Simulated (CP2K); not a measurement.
Worked example: self-consistent single point of CdHClO (P6_3mc, 8 atoms in the cell) in CP2K.

Level of theory: PBEsol, GPW, DZVP-MOLOPT-PBE-GTH basis, GTH-PBE potentials (POTENTIAL_UZH) in CP2K.

The change in words: lattice scaled by 0.98. Reference geometry:
```yaml
crystal:
  lattice:
    - [3.70730, 0.00000, 0.00000]
    - [-1.85365, 3.21062, 0.00000]
    - [0.00000, 0.00000, 10.34244]
  atoms:
    - { symbol: Cd, position: [0.66667, 0.33333, 0.49219] }
    - { symbol: Cd, position: [0.33333, 0.66667, 0.99219] }
    - { symbol: H, position: [0.00000, 0.00000, 0.31842] }
    - { symbol: H, position: [0.00000, 0.00000, 0.81842] }
    - { symbol: Cl, position: [0.66667, 0.33333, 0.15574] }
    - { symbol: Cl, position: [0.33333, 0.66667, 0.65574] }
    - { symbol: O, position: [0.00000, 0.00000, 0.41324] }
    - { symbol: O, position: [0.00000, 0.00000, 0.91324] }
```

Reference input (self-consistent single point, DFT PBEsol, GPW, DZVP-MOLOPT-PBE-GTH basis, GTH-PBE potentials (POTENTIAL_UZH)): CUTOFF = 500 Ry; REL_CUTOFF = 40 Ry; KPOINTS/SCHEME = MONKHORST-PACK 7 7 3; XC_FUNCTIONAL = PBE:PBESOL; Cd/BASIS_SET = DZVP-MOLOPT-PBE-GTH-q12; Cd/POTENTIAL = GTH-PBE-q12; H/BASIS_SET = DZVP-MOLOPT-PBE-GTH-q1; H/POTENTIAL = GTH-PBE-q1; Cl/BASIS_SET = DZVP-MOLOPT-PBE-GTH-q7; Cl/POTENTIAL = GTH-PBE-q7; O/BASIS_SET = DZVP-MOLOPT-PBE-GTH-q6; O/POTENTIAL = GTH-PBE-q6. This run's input differs from it in these lines:

```diff
@@ -62,4 +62,4 @@
     &CELL
-      ABC 3.70730100 3.70730138 10.34243500
-      ALPHA_BETA_GAMMA 90.00000000 90.00000000 120.00000550
+      ABC 3.63315500 3.63315566 10.13558600
+      ALPHA_BETA_GAMMA 90.00000000 90.00000000 120.00000309
       PERIODIC XYZ
@@ -67,10 +67,10 @@
     &COORD
-      Cd       1.85365219     1.07020460     5.09044308
-      Cd      -0.00000219     2.14041240    10.26166058
-      H        0.00000000     0.00000000     3.29323815
-      H        0.00000000     0.00000000     8.46445565
-      Cl       1.85365219     1.07020460     1.61073083
-      Cl      -0.00000219     2.14041240     6.78194833
-      O        0.00000000     0.00000000     4.27390784
-      O        0.00000000     0.00000000     9.44512534
+      Cd       1.81657915     1.04880062     4.98863407
+      Cd      -0.00000215     2.09760438    10.05642707
+      H        0.00000000     0.00000000     3.22737329
+      H        0.00000000     0.00000000     8.29516629
+      Cl       1.81657915     1.04880062     1.57851616
+      Cl      -0.00000215     2.09760438     6.64630916
+      O        0.00000000     0.00000000     4.18842956
+      O        0.00000000     0.00000000     9.25622256
     &END COORD
```

Log, with long lists cut:

```
 SCF WAVEFUNCTION OPTIMIZATION

  Step     Update method      Time    Convergence         Total energy    Change
     1 NoMix/Diag. 0.30E+00      -     1.54241707      -155.1762308504 -1.55E+02
     2 Broy./Diag. 0.30E+00      -     0.09888232      -151.3926717134  3.78E+00
     3 Broy./Diag. 0.30E+00      -     0.05462692      -153.9726981438 -2.58E+00
     4 Broy./Diag. 0.30E+00      -     0.03484314      -155.0215593655 -1.05E+00
     5 Broy./Diag. 0.30E+00      -     0.01341184      -155.0015294049  2.00E-02
     6 Broy./Diag. 0.30E+00      -     0.00493481      -155.1275707173 -1.26E-01
   [... 9 lines left out ...]
    16 Broy./Diag. 0.30E+00      -     0.00000076      -155.1103957181  1.49E-05
    17 Broy./Diag. 0.30E+00      -     0.00000033      -155.1103910175  4.70E-06
    18 Broy./Diag. 0.30E+00      -     0.00000011      -155.1103908172  2.00E-07
    19 Broy./Diag. 0.30E+00      -     0.00000004      -155.1103906064  2.11E-07
  *** SCF run converged in    19 steps ***

  Overlap energy of the core charge distribution:               0.00000006161651
  Self energy of the core charge distribution:               -301.01434493678283
  Core Hamiltonian energy:                                     88.62011079697552
  Hartree energy:                                              83.84574880936950
  Exchange-correlation energy:                                -26.56190533758324

  Total energy:                                              -155.11039060640456

                     Mulliken Population Analysis

 #  Atom  Element  Kind  Atomic population                           Net charge
       1     Cd       1         11.058924                              0.941076
       2     Cd       1         11.058914                              0.941086
   [... lines left out ...]

 STRESS| Analytical stress tensor [bar]
 STRESS|                        x                   y                   z
 STRESS|      x        3.32725052994E+04   9.01801344570E+00   2.48351412637E-05
 STRESS|      y        9.01801344570E+00   3.32826574276E+04  -1.97951498817E-03
 STRESS|      z        2.48351412637E-05  -1.97951498817E-03   5.87157438797E+04
 STRESS| 1/3 Trace                                             4.17569688689E+04
```

The run converged in 19 iterations. Against the reference run the free energy goes up by 8.2 meV/atom, the pressure goes from -1.00 to 4.18 GPa, the largest force goes from 0.521 to 1.405 eV/Å and the gap on the mesh goes from 2.304 to 2.461 eV.

The starting cell comes from a database of computed structures (which also holds hypothetical and non-ambient phases and stackings), without a prior relaxation at this level. Its lattice was rescaled by a random factor within 2.5 % of one. For this run, on top of that: lattice scaled by 0.98. Values carry the incompleteness of an atom-centred basis. The potentials were made for another functional than the one used. With a pressure of about 4 GPa the cell is away from its equilibrium volume at this level. Forces in this geometry exceed 1 eV/Å.

Cost on one core of a shared machine: roughly 50 s.
